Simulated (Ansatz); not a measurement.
C (model structure, Ibam, No. 72, 6 atoms in the cell), treated with PBEsol in Ansatz (PAW).

Settings: plane-wave cutoff 520 eV, 16×16×10 k mesh (along the axes of the cell as run), Fermi–Dirac smearing 0.01 eV, scalar-relativistic PAW data made under PBE.

Cell (relaxed at this level):

C is taken in the orthorhombic space group Ibam (No. 72), Pearson symbol oI12. Lattice parameters: a = 2.646 Å, b = 5.522 Å, c = 4.645 Å, α = β = γ = 90.00°. C1 on 8j is coordinated by 4 C at 1.566–1.590 Å. C2 on 4a is coordinated by 4 C at 1.566 Å. (Neighbours: up to the widest gap in distance over summed covalent radii, below 1.35, at either atom.)
(The calculation used a cell of 6 atoms; values per cell refer to that cell.)

Estimate the band gap, smallest direct gap on the k points sampled and direct gap at Γ that the calculation returns.


* **band gap**: 2.71 eV
* **smallest direct gap on the k points sampled**: 2.72 eV
* **direct gap at Γ**: 5.66 eV

Note: the relaxation could raise the start's symmetry but not lower it, so the cell can be a saddle point.

Static lattice: no zero-point or thermal effects.

Cost on a shared machine: about 30 core-seconds (a rough figure).

A model structure was made by putting elements into a prototype or built by hand; it is no filed structure, need not be a known phase, and can be a saddle point held by its symmetry.

Ansatz is a program for electronic structure.
